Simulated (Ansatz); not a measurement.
We look at the formation energy of Zn11Pd2 (I-43m) from the elements. Reaction: 2 Pd (fcc) + 11 Zn (hcp) → Zn11Pd2 (I-43m). The sign is products less reactants. The value is per atom of the solid.

Zn11Pd2 (I-43m), 26 atoms in the cell; this is a cell whose start was taken from, or built on, an entry of a structure database, and that this text hasn't matched to a measured one, k-point mesh 7×7×7 on the run's own vectors.
```xyz
26
Lattice="-4.5725 4.5725 4.5725 4.5725 -4.5725 4.5725 4.5725 4.5725 -4.5725" Properties=species:S:1:pos:R:3 pbc="T T T"
Pd     2.9869     2.9869     2.9869
Pd     1.5857     1.5857     7.5594
Pd     6.1582     2.9869    -2.9869
Pd    -1.5857     1.5857     1.5857
Zn     0.0000     0.0000     3.2647
Zn     1.3078     4.5725     4.5725
Zn     4.5725     4.5725     1.3078
Zn    -1.3078     4.5725     4.5725
Zn     4.5725     1.3078     4.5725
Zn     0.0000     3.2647     0.0000
Zn     0.9980     0.9980     0.9980
Zn     3.5745     3.5745    -3.5745
Zn    -0.9980     0.9980     8.1471
Zn     5.5705     3.5745     3.5745
Zn     2.8527     0.3502     2.8527
Zn     1.7198     4.2223    -1.7198
Zn     1.7198     4.9227     1.7198
Zn     2.8527    -0.3502     6.2924
Zn     2.8527     2.8527     0.3502
Zn     2.8527     6.2924    -0.3502
Zn     1.7198     1.7198     4.9227
Zn     1.7198    -1.7198     4.2223
Zn    -0.3502     6.2924     2.8527
Zn     0.3502     2.8527     2.8527
Zn    -0.3502     2.8527     6.2924
Zn     4.9227     1.7198     1.7198
```

Pd (fcc, Fm-3m), 1 atom in the cell, k-point mesh 26×26×26 on the run's own vectors. Conventional cell: a = 3.9454 Å, b = 3.9454 Å, c = 3.9454 Å, α = 90.00°, β = 90.00°, γ = 90.00°.

Zn (hcp, P6₃/mmc), 2 atoms in the cell, k-point mesh 30×30×12 on the run's own vectors. Conventional cell: a = 2.647 Å, b = 2.647 Å, c = 5.025 Å, α = 90.00°, β = 90.00°, γ = 120.00°.

All numbers come from Ansatz (a program for electronic structure), plane waves with PAW, its PAW set soft_1, cutoff 420 eV. The structures are at rest with PBE. Neutral cells; Fermi-Dirac smearing of at most 0.10 eV in the solids, energies taken to zero width. Larger cells are relaxed from a start prepared with the learned potential CHGNet, on a coarser mesh till forces fall under 0.03 eV/Å, which some starts already meet. A dispersion term (D3(BJ), or D4 for r2SCAN) was computed beside these levels and is taken off wherever the name lacks it. Space groups of crystals are read within 0.01 Å. No zero-point or thermal terms. No structure search was made; lower ones may exist.

Give the value at the level PBE.

-0.24 eV/atom, for 2 Pd (fcc) + 11 Zn (hcp) → Zn11Pd2 (I-43m).
